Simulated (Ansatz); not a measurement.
Take AlBN$_{2}$ in the chalcopyrite structure (space group I-42d, No. 122; a hypothetical phase, not in the database extracts checked) as the base.

```xyz
8
Lattice="-2.0439 2.0439 3.8089 2.0439 -2.0439 3.8089 2.0439 2.0439 -3.8089" Properties=species:S:1:pos:R:3 pbc="T T T"
Al     0.0000     0.0000     0.0000
Al     0.0000     2.0439     1.9044
B      0.0000     0.0000     3.8089
B      2.0439     0.0000     1.9044
N      1.2544     1.0220     0.9522
N      1.0220     2.8335    -0.9522
N      0.7896     1.0220     4.7611
N      1.0220    -0.7896     2.8567
```

Cartesian axes are those of the cell as printed.

Computed with PBEsol/PAW in Ansatz (a program for electronic structure), without spin-orbit coupling.

One thing is altered: every lattice vector is shortened by 0.62 %, atoms relaxed at fixed cell.

Question: Predict the stress tensor and what it implies for the stiffness.

Answer: Stress of the strained cell less that of the base (GPa, compression positive):
```
   5.51    0.00    0.00
   0.00    5.51    0.00
   0.00    0.00    4.86
```

Then B = −ΔP/(ΔV/V₀) with ΔV/V₀ = -0.0185 gives secant stiffness values (nonlinear terms included at this strain): B (at held cell shape, above the free-shape value) ≈ 286 GPa.

Stability against distortions was not tested.
